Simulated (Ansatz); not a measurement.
# GaP, point defects

Start from an 8-atom supercell of GaP in the zinc blende structure (space group F-43m, No. 216; a = 5.4385 Å) at its relaxed geometry.

One neutral defect a cell, atoms relaxed at fixed cell.

The values are results of PBEsol, PAW, 420 eV (Ansatz, an electronic-structure program; no SOC), not measurements.

```csv
case,largest displacement of a host atom from its site in the perfect cell,pressure
perfect supercell,–,0.0 GPa
Ag on a Ga site,0.04 Å,1.3 GPa
P on a Ga site (antisite),0.01 Å,0.0 GPa
P vacancy,0.52 Å,-4.0 GPa
```

The magnetic state is the one reached from the starting moments; the real material's order can differ, and small cells can't hold many antiferromagnetic ones. The cell is small, so the values are those of an ordered compound at a high defect concentration; dilute-limit values will differ. A case with no gap was solved on a k-mesh chosen for an insulator, which is coarse for it. Seeded moments were not kept for Ag on a Ga site, P on a Ga site (antisite) and P vacancy.
